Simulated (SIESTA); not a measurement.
SIESTA run on CsLiBr2 (P4/nmm, 8 atoms in the cell): self-consistent single point.

Computed with GGA PBEsol, numerical atomic orbitals DZP, PseudoDojo PBEsol standard norm-conserving potentials (rewritten from UPF to PSML) (SIESTA).

```xyz
8
Lattice="5.1812 0.0000 0.0000 0.0000 5.1812 0.0000 0.0000 0.0000 9.9301" Properties=species:S:1:pos:R:3 pbc="T T T"
Cs     0.0000     2.5906     2.9793
Cs     2.5906     0.0000     6.9507
Li     2.5906     0.0000     0.8190
Li     0.0000     2.5906     9.1110
Br     0.0000     2.5906     6.6126
Br     2.5906     0.0000     3.3174
Br     0.0000     0.0000     0.0000
Br     2.5906     2.5906     0.0000
```

Reference input (self-consistent single point, DFT, LDA PW92, numerical atomic orbitals DZP, PseudoDojo LDA standard norm-conserving potentials (rewritten from UPF to PSML)): XC.functional = LDA; XC.authors = PW92; potentials = PseudoDojo LDA standard; PAO.BasisSize = DZP; PAO.EnergyShift = 0.01 Ry; MeshCutoff = 300 Ry; kgrid.MonkhorstPack = 3 3 2; OccupationFunction = FD; ElectronicTemperature = 10 K; PAO.Polarization.NonPerturbative = true; MaxSCFIterations = 150; SCF.Mixer.Method = Pulay. This run's input differs from it in these lines:

```diff
@@ -1,2 +1,2 @@
-# files in the folder: Cs.psml Li.psml Br.psml (PseudoDojo LDA standard)
+# files in the folder: Cs.psml Li.psml Br.psml (PseudoDojo PBEsol standard)
 SystemName  CsLiBr2
@@ -29,4 +29,4 @@
 
-XC.functional                LDA
-XC.authors                   PW92
+XC.functional                GGA
+XC.authors                   PBEsol
 PAO.BasisSize                DZP
```

Output, abridged:

```
        iscf     Eharris(eV)        E_KS(eV)     FreeEng(eV)     dDmax    Ef(eV) dHmax(eV)
   scf:    1    -3386.300869    -3381.298738    -3381.298738  0.601088 -4.383173  2.658778
   scf:    2    -3381.581980    -3381.443565    -3381.443565  0.026670 -4.310851  2.253385
   scf:    3    -3381.912512    -3381.733920    -3381.733920  0.112782 -4.007039  0.480702
   scf:    4    -3381.762226    -3381.749538    -3381.749538  0.029706 -4.022794  0.108990
   scf:    5    -3381.752006    -3381.750862    -3381.750862  0.004937 -4.032287  0.056574
   [... 4 lines left out ...]
   scf:   10    -3381.751459    -3381.751458    -3381.751458  0.000066 -4.046214  0.000238
   scf:   11    -3381.751458    -3381.751458    -3381.751458  0.000043 -4.046249  0.000443
   scf:   12    -3381.751458    -3381.751458    -3381.751458  0.000025 -4.046185  0.000007
   scf:   13    -3381.751458    -3381.751458    -3381.751458  0.000001 -4.046185  0.000007
SCF Convergence by DM+H criterion
max |DM_out - DM_in|         :     0.0000006608
max |H_out - H_in|      (eV) :     0.0000069167
SCF cycle converged after 13 iterations

Using DM_out to compute the final energy and forces

siesta: E_KS(eV) =            -3381.7515

siesta: E_KS - E_eggbox =     -3381.7515

siesta: Atomic forces (eV/Ang):
     1    0.000000    0.000000    0.064215
     2    0.000000   -0.000000   -0.064215
     3    0.000000    0.000000    0.059584
     4   -0.000000   -0.000000   -0.059584
     5    0.000000   -0.000000    0.063625
     6   -0.000000   -0.000000   -0.063625
     7   -0.000000   -0.000000    0.000000
     8    0.000000   -0.000000   -0.000000
   Tot    0.000000   -0.000000   -0.000000
   Max    0.064215
   Res    0.031254    sqrt( Sum f_i^2 / 3N )
   Max    0.064215    constrained

   [... lines left out ...]
siesta: FreeEng =     -3381.751458
   [... lines left out ...]
siesta:     0.005849    0.000000   -0.000000
siesta:     0.000000    0.005849   -0.000000
siesta:    -0.000000   -0.000000    0.001135

siesta: Cell volume =        266.574923 Ang**3

siesta: Pressure (static):
siesta:                Solid            Molecule  Units
siesta:          -0.00004659         -0.00003925  Ry/Bohr**3
siesta:          -0.00427803         -0.00360350  eV/Ang**3
siesta:          -6.85416297         -5.77345030  kBar
```

The run converged in 13 iterations. Against the reference run the pressure goes from -1.88 to -0.69 GPa, the largest force goes from 0.107 to 0.064 eV/Å and the gap on the mesh goes from 4.008 to 4.263 eV.

The starting cell comes from a database of computed structures (which also holds hypothetical and non-ambient phases and stackings), without a prior relaxation at this level. Values carry the incompleteness of an atom-centred basis. The basis of the alkali or alkaline-earth atoms may lack their empty d shell, which can raise the gap.
